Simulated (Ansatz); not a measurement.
Band structure of BaTiO3 (P4mm, 5 atoms in the cell).

```
CELL_PARAMETERS angstrom
      3.99000     0.00000     0.00000
      0.00000     3.99000     0.00000
      0.00000     0.00000     4.04000
ATOMIC_POSITIONS crystal
  Ba 0.00000 0.00000 0.00000
  Ti 0.50000 0.50000 0.51300
  O  0.50000 0.50000 0.97700
  O  0.00000 0.50000 0.48700
  O  0.50000 0.00000 0.48700
```

Computed with PBE (plane waves, PAW; Ansatz, a first-principles code).

Settings: basis.ecutwfc = 420 eV; kpoints.mp_grid.grid = 7 7 7; hamiltonian.xc = pbe; hamiltonian.pseudopotentials = {kind: paw} (the program's default PAW files); scf.occupations.method = fermi_dirac; scf.occupations.width = 0.05 eV; kpoints.band_path.npoints = 8.

The starting cell has typed, rounded lattice constants, without a prior relaxation at this level.

Problem. Predict the gap along the standard path and the places of the band edges.

Solution. The gap along the path is 1.84 eV, from A to Γ; the smallest direct gap on it is 2.14 eV.

Levels in eV from the top of the valence band on the path, bands 17 to 24:
```tsv
point	17	18	19	20	21	22	23	24
Γ	-1.18	-0.34	-0.30	-0.30	1.84	2.08	2.08	4.06
X	-1.85	-1.69	-0.98	-0.86	2.18	3.56	3.60	4.10
M	-1.78	-0.95	-0.95	-0.05	3.62	3.62	4.01	4.70
Z	-1.93	-1.91	-0.68	-0.68	1.97	3.56	3.56	4.06
R	-1.72	-0.91	-0.89	-0.18	3.59	3.59	3.97	4.90
A	-2.41	-0.14	-0.14	0.00	4.21	4.21	4.23	6.60
```

Keys are those of Ansatz 0.2.
